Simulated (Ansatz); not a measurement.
Response to strain in BN

The reference is BN (space group P6_3/mmc, No. 194; a = 2.500 Å, c = 6.412 Å; layered, stacked along the Cartesian z axis). Axes: x lies along a and z along c of the hexagonal cell.

Strains are applied to the cell and any free atomic positions relax.

Computed with Ansatz (a program for electronic structure) PBEsol-D3(BJ), no spin-orbit coupling.

Notes on the quantities. energy relative to the base: free energy F.

```tsv
uniaxial strain ε_xx (%)	energy relative to the base (meV/atom)
0	0.0
0.6	0.9
1.2	3.5
1.8	7.7
2.4	?
3	21.1
```

Question: Fit ΔE = Aε² + Bε³ (ε in %) to the rows shown and predict the withheld row.

Answer: Least squares on the printed values gives A = 2.45 and B = -0.035 meV/atom (largest residual 0.0 meV/atom); this predicts 13.6 meV/atom, and the run gives 13.6 meV/atom, in agreement.

Stability against distortions was not tested.
